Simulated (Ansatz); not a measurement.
Input for (Bi,Sb)2O2Se alloy cell BiO2SbSe (Bi2O2Se type start):

Ansatz 0.2 input:
```yaml
crystal:
  lattice:
    - [1.939940808, -1.939940807, -6.169786764]
    - [0.02723765, -7.733685612, 0.000354062]
    - [-7.733685612, 0.027237651, -0.000354063]
  atoms:
    - { symbol: Bi, position: [0.250848958, 0.687243807, 0.312756193] }
    - { symbol: Sb, position: [0.332195891, 0.66693673, 0.83306327] }
    - { symbol: Sb, position: [0.332195891, 0.16693673, 0.33306327] }
    - { symbol: Bi, position: [0.250848958, 0.187243807, 0.812756193] }
    - { symbol: Sb, position: [0.667804109, 0.83306327, 0.16693673] }
    - { symbol: Bi, position: [0.749151042, 0.812756193, 0.687243807] }
    - { symbol: Bi, position: [0.749151042, 0.312756193, 0.187243807] }
    - { symbol: Sb, position: [0.667804109, 0.33306327, 0.66693673] }
    - { symbol: Se, position: [-0.006878576, 0.501720275, 0.498279725] }
    - { symbol: Se, position: [0.006878576, 0.498279725, 0.001720275] }
    - { symbol: Se, position: [0.006878576, -0.001720275, 0.501720275] }
    - { symbol: Se, position: [-0.006878576, 0.001720275, -0.001720275] }
    - { symbol: O, position: [0.500006531, 0.631049357, 0.118943993] }
    - { symbol: O, position: [0.499993469, 0.618943993, 0.631049357] }
    - { symbol: O, position: [0.499993469, 0.118943993, 0.131049357] }
    - { symbol: O, position: [0.500006531, 0.131049357, 0.618943993] }
    - { symbol: O, position: [0.499993469, 0.368950643, 0.381056007] }
    - { symbol: O, position: [0.500006531, 0.381056007, 0.868950643] }
    - { symbol: O, position: [0.500006531, 0.881056007, 0.368950643] }
    - { symbol: O, position: [0.499993469, 0.868950643, 0.881056007] }
basis:
  ecutwfc: 420
  ecutrho_ratio: 4
  xc_grid: 2
kpoints:
  mp_grid: { grid: [4, 3, 3] }
hamiltonian:
  xc: pbe
  dispersion: none
  pseudopotentials: { kind: paw }
scf:
  n_extra_bands: 36
  occupations: { method: fermi_dirac, width: 0.01 }
output:
  eigenstates:
    kpoints:
      - [0.0, 0.0, 0.0]
      - [-0.5, 0.0, 0.0]
    e_range: [-5, 6]
    localisation: true
  eigenvalues: true
magnetization:
  noncollinear: true
  spin_orbit: true
```

Calculation: PBE with spin-orbit coupling (plane waves to 420 eV, PAW; Ansatz, a program for electronic structure).  Its k-point mesh 4×3×3, Fermi–Dirac width 0.01 eV.

Write the closing report of this run, without the band table and long remarks, to eight decimals at most.


```
SCF converged after 10 iterations
Magnetization: |M| = 0.0000 μB,  M = (+0.0000, +0.0000, +0.0000) μB
Absolute magnetization: 0.0000 μB (∫|m|)
  site 0: m = (+0.0000, +0.0000, +0.0000) μB, |m| = 0.0000 μB  (R = 1.03 Å)
  site 1: m = (+0.0000, +0.0000, +0.0000) μB, |m| = 0.0000 μB  (R = 0.89 Å)
  site 2: m = (+0.0000, +0.0000, +0.0000) μB, |m| = 0.0000 μB  (R = 0.89 Å)
  site 3: m = (+0.0000, +0.0000, +0.0000) μB, |m| = 0.0000 μB  (R = 1.03 Å)
  site 4: m = (+0.0000, +0.0000, +0.0000) μB, |m| = 0.0000 μB  (R = 0.89 Å)
  site 5: m = (+0.0000, +0.0000, +0.0000) μB, |m| = 0.0000 μB  (R = 1.03 Å)
  site 6: m = (+0.0000, +0.0000, +0.0000) μB, |m| = 0.0000 μB  (R = 1.03 Å)
  site 7: m = (+0.0000, +0.0000, +0.0000) μB, |m| = 0.0000 μB  (R = 0.89 Å)
  site 8: m = (+0.0000, +0.0000, +0.0000) μB, |m| = 0.0000 μB  (R = 1.28 Å)
  site 9: m = (+0.0000, +0.0000, +0.0000) μB, |m| = 0.0000 μB  (R = 1.28 Å)
  site 10: m = (+0.0000, +0.0000, +0.0000) μB, |m| = 0.0000 μB  (R = 1.28 Å)
  site 11: m = (+0.0000, +0.0000, +0.0000) μB, |m| = 0.0000 μB  (R = 1.28 Å)
  site 12: m = (+0.0000, +0.0000, +0.0000) μB, |m| = 0.0000 μB  (R = 0.89 Å)
  site 13: m = (+0.0000, +0.0000, +0.0000) μB, |m| = 0.0000 μB  (R = 0.89 Å)
  site 14: m = (+0.0000, +0.0000, +0.0000) μB, |m| = 0.0000 μB  (R = 0.89 Å)
  site 15: m = (+0.0000, +0.0000, +0.0000) μB, |m| = 0.0000 μB  (R = 0.89 Å)
  site 16: m = (+0.0000, +0.0000, +0.0000) μB, |m| = 0.0000 μB  (R = 0.89 Å)
  site 17: m = (+0.0000, +0.0000, +0.0000) μB, |m| = 0.0000 μB  (R = 0.89 Å)
  site 18: m = (+0.0000, +0.0000, +0.0000) μB, |m| = 0.0000 μB  (R = 0.89 Å)
  site 19: m = (+0.0000, +0.0000, +0.0000) μB, |m| = 0.0000 μB  (R = 0.89 Å)
Free energy (F): -102115.025909 eV
Harris-Foulkes:  -102115.025909 eV  (|F-HF|=3.45e-8)
Internal energy: -102115.025909 eV  (E = F + TS)
E sigma→0 (E₀):  -102115.025909 eV
Fermi energy:    10.454390 eV
--- Per-component energies (eV) ---
  E_band       = -2297.759457
  E_kinetic    = 3906.591020
  E_local      = -22876.266774  (includes V_loc(G=0)·N_el)
  E_nonlocal   = 1711.028498
  E_hartree    = 9804.397806
  E_xc         = -2173.440711
  E_vxc        = -2115.028829  (∫ρ·V_xc dr)
  E_paw        = -70041.740543  (= ΣΔE_a)
  E_vpaw       = -2532.895439  (= ΣTr[D̂ρ^β])
  E_aug_tail   = 0.015352  (compensation charges beyond the density's cutoff)
  E_ewald      = -22445.610557
  E_smearing   = 0.000000  (= −TS)
  E_closure    = 0.000000  (closes the sum)
  Σ components = -102115.025909   (vs F -102115.025909, Δ=0.00e0)
```

Cost: roughly 12 core-minutes.
